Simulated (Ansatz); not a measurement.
Abridged Ansatz (a first-principles code) output:

```
Pseudopotential: Cu, paw, valence charge 19
Crystal: 2 atoms, lattice volume = 22.895 Å³
Basis set: ecut = 500 eV, 573 PW (Γ), exchange–correlation on 80×80×128 points (64 copies of the dense FFT grid, shifted against one another)
Bands: 23, of which v1, the nominal top of the filled ones, is band 19 counted from 1 (18 counted from 0)
Symmetry: 24 space group operations
k-points: 288 of 4851
Functional: x = r2scan, c = r2scan; τ floored in thin density (d = 2e-4 eV/Å³)
SCF iter   1: F=—  HF=-13262.492482 eV  |F-HF|=—  |Δ(HF+E_count)|=         —  Δρ=3.96e-2  dr2=1.96e-1  dr2_τ=1.44e-3  ethr=1.77e-3  ⟨swp⟩=5.2  Hψ=25221  notcnv=0
SCF iter   2: F=—  HF=-13262.471903 eV  |F-HF|=—  |Δ(HF+E_count)|=   2.06e-2  Δρ=1.09e-2  dr2=9.53e-3  dr2_τ=2.32e-3  ethr=5.16e-4  ⟨swp⟩=2.5  Hψ=13186  notcnv=0  defer=27
SCF 1 converged in 8 iterations: F = -13262.457818 eV  dr2 = 1.17e-10
SCF converged after 8 iterations
Free energy (F): -13262.457818 eV
Internal energy: -13262.451538 eV  (E = F + TS)
E sigma→0 (E₀):  -13262.454678 eV
Entropy (-TS):   -0.006280 eV (-3.140 meV/atom)
Fermi energy:    17.278816 eV
--- Forces (eV/Å), atoms counted from 1 ---
  atom   1  Cu     0.00000000    -0.00000000     0.00000000
  atom   2  Cu    -0.00000000     0.00000000    -0.00000000
--- Stress (GPa, compression-positive) ---
        0.001168      -0.000000       0.000000
       -0.000000       0.001168      -0.000000
        0.000000      -0.000000      -0.007174
  P = ⅓ Tr σ = -0.0016 GPa (-0.016 kbar)
```

Q: What was computed, and what are the main results?

A: Cu, 2 atoms in the cell, with r2SCAN (Ansatz; PAW; 500 eV plane waves; no spin-orbit coupling). The last SCF converged to F = -13262.457818 eV, or -6631.2289 eV per atom, at a pressure of 0.00 GPa. The total energy compares only with runs of the same code, potentials and settings.

Whether these cells are dynamically stable was not tested. The final runs are not spin-polarised. The cell was made from Re by this change: Re → Cu; the result is a model cell, its experimental status unchecked. This is not the structure that Cu has at room temperature and ambient pressure.
